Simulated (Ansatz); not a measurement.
Base system: MgB₂ (space group P6/mmm, No. 191).

```
MgB2
1.0
    3.07427     0.00000     0.00000
   -1.53713     2.66239     0.00000
    0.00000     0.00000     3.52751
Mg B
1 2
Direct
  0.00000   0.00000   0.00000
  0.66667   0.33333   0.50000
  0.33333   0.66667   0.50000
```

Level of theory: PBE/PAW in Ansatz (a program for electronic structure), without spin-orbit coupling.

Base values:

| Quantity | Value |
|---|---|
| Lattice parameter a | 3.074 Å |
| c/a ratio | 1.147 |

The change: a hydrostatic pressure of 9 GPa.

Q: What happens to the lattice parameter a and c/a ratio?

A: The lattice parameter a decreases by 0.045 Å to 3.029 Å; the c/a ratio decreases by 0.014, from 1.147 to 1.133.

Load acts through the strain it causes; cell and atoms are relaxed under it. No phonon test of stability was made. No other phases were tried under pressure. All final runs are without spin polarisation.
